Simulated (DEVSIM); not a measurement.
# illuminated Si p-on-n cell, one wavelength

Device: illuminated Si p-on-n cell, one wavelength, at 300 K.

| layer (left to right) | material | thickness (μm) | Nd (cm⁻³) | Na (cm⁻³) | τn (s) | τp (s) | absorption coefficient (cm⁻¹) |
|---|---|---|---|---|---|---|---|
| 1 | Si | 0.170 | - | 8.4e17 | 3.6e-8 | 7.8e-8 | 5800 |
| 2 | Si | 73.0 | 5.9e15 | - | 2.1e-7 | 2.1e-7 | 5800 |

Left contact: ohmic, minority electron recombination velocity 7e5 cm/s. Right contact: ohmic, minority hole recombination velocity 1000 cm/s. Voltage is applied to the left contact. Recombination: SRH at mid-gap, radiative, Auger. Gap narrowing is on: ΔEg = 6.92 meV × (l + √(l² + 0.5)), l = ln(N/1.3e17 cm⁻³), shared equally by both band edges. Light enters at the left, 7.3e16 photons cm⁻² s⁻¹, one pass, no reflection. Mobility is μmin + (μ − μmin)/(1 + (N/Nref)^α).

This is a model device: material constants are rounded textbook-type values typed into the input, and sizes, dopings and lifetimes were drawn at random. Values at 300 K.

| parameter | Si |
|---|---|
| gap (eV) | 1.124 |
| affinity (eV) | 4.05 |
| permittivity | 11.7 |
| Nc (cm⁻³) | 2.86e19 |
| Nv (cm⁻³) | 3.1e19 |
| μn (cm²/Vs) | 1417 |
| μp (cm²/Vs) | 470 |
| μn,min | 52 |
| μp,min | 45 |
| Nref,n | 9.7e16 |
| Nref,p | 2.2e17 |
| αn | 0.68 |
| αp | 0.72 |
| B (cm³/s) | 4.7e-15 |
| Cn (cm⁶/s) | 2.8e-31 |
| Cp (cm⁶/s) | 9.9e-32 |

Model (solved in DEVSIM): 1D drift-diffusion, Boltzmann statistics, complete ionisation; no tunnelling, impact ionisation, image-force lowering or self-heating.

| Property | Value |
|---|---|
| Potential step across the device at zero bias | 0.798 V |
| Largest field in the device at zero bias | 53000 V/cm |
| Dark forward voltage at 1 A/cm² | 0.626 V |
| Dark forward voltage at 100 A/cm² | 0.958 V |
| Short-circuit current | 10.5 mA/cm² |
| Open-circuit voltage | 0.499 V |
| Fill factor | 0.79 |
| Largest power | 4.16 mW/cm² |
| Share of generated pairs collected at short circuit | 0.900 |

Dark reverse current:

```json
[
 {"V (V)": "-0.04", "J (A/cm²)": "-1.1e-8"},
 {"V (V)": "-0.10", "J (A/cm²)": "-2.2e-8"},
 {"V (V)": "-0.20", "J (A/cm²)": "-3.6e-8"},
 {"V (V)": "-0.30", "J (A/cm²)": "-4.9e-8"},
 {"V (V)": "-0.40", "J (A/cm²)": "-6.1e-8"},
 {"V (V)": "-0.60", "J (A/cm²)": "-8.2e-8"},
 {"V (V)": "-0.80", "J (A/cm²)": "-1.0e-7"},
 {"V (V)": "-1.00", "J (A/cm²)": "-1.2e-7"},
 {"V (V)": "-1.30", "J (A/cm²)": "-1.4e-7"},
 {"V (V)": "-1.60", "J (A/cm²)": "-1.6e-7"},
 {"V (V)": "-2.00", "J (A/cm²)": "-1.9e-7"}
]
```

Dark forward current:

| V (V) | J (A/cm²) |
|---|---|
| 0.05 | 2.7e-8 |
| 0.15 | 3.0e-7 |
| 0.30 | 1.1e-5 |
| 0.40 | 0.00027 |
| 0.55 | 0.072 |
| 0.65 | 2.1 |
| 0.75 | 13 |
| 0.90 | 61 |
| 1.00 | 140 |
| 1.10 | 260 |
| 1.25 | 560 |
| 1.35 | 830 |
| 1.50 | 1400 |
| 1.60 | 1800 |
